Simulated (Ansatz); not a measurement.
The reference is CuI in the zinc blende structure (space group F-43m, No. 216; a = 6.023 Å). Axes: x, y, z lie along the cube axes.

Structures relaxed with Ansatz (a program for electronic structure), r2SCAN, PAW, cutoff 500 eV, spin-orbit coupling left out.

Base:

Simulated powder pattern, Cu Kα1, λ = 1.54056 Å (kinematic, ideal powder, no thermal factors, no anomalous dispersion; the 14 strongest lines at most, above 2 %, up to 2θ = 90°):

| 2θ (°) | I/Imax (%) | hkl |
|---|---|---|
| 25.60 | 100 | (111) |
| 29.64 | 7.8 | (200) |
| 42.41 | 70 | (220) |
| 50.20 | 46 | (311) |
| 52.60 | 2.1 | (222) |
| 61.54 | 11 | (400) |
| 67.76 | 18 | (331) |
| 69.77 | 3.0 | (420) |
| 77.59 | 23 | (422) |
| 83.30 | 14 | (511) |

After one change:

Simulated powder pattern, Cu Kα1, λ = 1.54056 Å (kinematic, ideal powder, no thermal factors, no anomalous dispersion; the 14 strongest lines at most, above 2 %, up to 2θ = 90°):

```tsv
2θ (°)	I/Imax (%)
25.17	100
26.00	34
29.39	11
41.51	49
42.58	45
49.17	16
49.64	34
50.57	13
60.98	15
66.25	13
75.73	7.9
76.47	15
78.67	7.0
81.64	7.7
```

Problem. What was done to the base?
A. biaxial strain +0.42 %, plane normal [111], relaxed out of plane
B. biaxial strain +2.08 %, plane normal [111], relaxed out of plane
C. biaxial strain +0.83 %, plane normal [111], relaxed out of plane
D. biaxial strain +1.25 %, plane normal [111], relaxed out of plane

Solution. B, biaxial strain +2.08 %, plane normal [111], relaxed out of plane. Its volume per atom is 28.02 Å³ against 27.31 Å³, and its space group is R3m (No. 160).

Whether these cells are dynamically stable was not tested. All final runs are without spin polarisation.
